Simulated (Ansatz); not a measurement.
The starting structures come from a database of crystals and need not be the phases stable at ambient conditions.

 Where the default PAW files enter, the runs use the earlier of Ansatz's two default sets.

The decay constant κ of evanescent states in the gap governs leakage through a thin film.

Input:

```yaml
crystal:
  lattice:
    - [5.68424, 0.00000, 0.00000]
    - [2.84212, 6.87605, 0.00000]
    - [0.00000, 2.34950, 5.17595]
  atoms:
    - { symbol: K, position: [0.50000, 0.00000, 0.50000] }
    - { symbol: K, position: [0.25000, 0.50000, 0.75000] }
    - { symbol: Re, position: [0.75000, 0.50000, 0.25000] }
    - { symbol: Re, position: [0.00000, 0.00000, 0.00000] }
    - { symbol: O, position: [0.13906, 0.15850, 0.79444] }
    - { symbol: O, position: [0.79706, 0.65850, 0.38906] }
    - { symbol: O, position: [0.70244, 0.15850, 0.04706] }
    - { symbol: O, position: [0.54444, 0.65850, 0.95244] }
    - { symbol: O, position: [0.61094, 0.34150, 0.45556] }
    - { symbol: O, position: [0.95294, 0.84150, 0.86094] }
    - { symbol: O, position: [0.04756, 0.34150, 0.20294] }
    - { symbol: O, position: [0.20556, 0.84150, 0.29756] }
```

Space group of this cell: I4_1/a. The cell is taken as given; by r2SCAN its mean pressure is -2.5 GPa.

Transport runs along the normal of the first two printed cell vectors, the (101) plane of the conventional cell.

No gap correction and no spin-orbit coupling; mid-gap values are interpolated between computed energies.

Task: Estimate the band gap and the smallest decay constant κ at mid-gap that Ansatz (a quantum-chemistry and plane-wave program) with r2SCAN returns for this system.

Result: Gap 4.43 eV on a 6×6×6 mesh; κ = 0.636 1/Å, at (0.000, 0.500) of the in-plane reciprocal vectors. At the zone centre, at the nearest computed energy, the slowest state has κ = 0.67 1/Å.
